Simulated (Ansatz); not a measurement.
The reference is Au in the fcc (Cu type) structure (space group Fm-3m, No. 225).

```xyz
1
Lattice="0.0000 2.0620 2.0620 2.0620 0.0000 2.0620 2.0620 2.0620 0.0000" Properties=species:S:1:pos:R:3 pbc="T T T"
Au     0.0000     0.0000     0.0000
```

Cartesian axes are those of the cell as printed.

Method: DFT with r2SCAN, PAW potentials and a 500 eV plane-wave cutoff in Ansatz (a quantum-chemistry and plane-wave program), scalar-relativistic without spin-orbit coupling.

Strains are applied to the cell and any free atomic positions relax; under biaxial strain the out-of-plane vector relaxes too.

One change was made to it. Results:

| quantity | base | after |
|---|---|---|
| energy relative to the base (free energy F) | 0 meV/atom | +4.3 meV/atom |
| pressure (mean of the normal stresses, compression positive) | 0.0 GPa | -3.3 GPa |
| shortest interatomic distance | 2.916 Å | 2.916 Å |

Which of these changes matches the shifts?
A) biaxial strain −1.24 %, plane normal [111], relaxed out of plane
B) uniaxial strain ε_yy = +3.42 %
C) biaxial strain +0.53 %, plane normal [111], relaxed out of plane
D) biaxial strain −1.01 %, plane normal [001], relaxed out of plane
E) uniaxial strain ε_yy = +2.35 %

E, uniaxial strain ε_yy = +2.35 %. For comparison, the energy relative to the base in the other runs: biaxial strain −1.24 %, plane normal [111], relaxed out of plane gives +0.8 meV/atom; uniaxial strain ε_yy = +3.42 % gives +9.2 meV/atom; biaxial strain −1.01 %, plane normal [001], relaxed out of plane gives +0.3 meV/atom; biaxial strain +0.53 %, plane normal [111], relaxed out of plane gives -0.1 meV/atom.

Without a gap, meshes like the base's 19×19×19 leave anisotropic stresses uncertain by several tenths of a GPa, and small strain energies with them. No phonon test of stability was made.
